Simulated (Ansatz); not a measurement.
The decay constant κ of evanescent states in the gap governs leakage through a thin film.

Consider the following.

```
O2Si
1.0
    4.99265     0.00000     0.00000
    0.00000     6.93393     0.00000
    0.00000     0.00000     4.99265
Si O
4 8
Direct
  0.30134   0.50000   0.69866
  0.80134   0.25000   0.80134
  0.69866   0.00000   0.30134
  0.19866   0.75000   0.19866
  0.23861   0.67989   0.89357
  0.60643   0.42989   0.73861
  0.76139   0.17989   0.10643
  0.39357   0.92989   0.26139
  0.26139   0.57011   0.39357
  0.89357   0.82011   0.23861
  0.73861   0.07011   0.60643
  0.10643   0.32011   0.76139
```

Space group of this cell: P4_12_12. The cell is taken as given.

Transport runs along the normal of the first two printed cell vectors, the (100) plane of the conventional cell.

The gap is the functional's own, uncorrected, and κ follows it; spin-orbit coupling is left out. Mid-gap values are interpolated between the computed energies.

Q: Predict the band gap and the smallest decay constant κ at mid-gap from r2SCAN (Ansatz, a program for electronic structure).

A: Gap 6.34 eV on a 6×6×6 mesh; κ = 0.497 1/Å, at the zone centre.
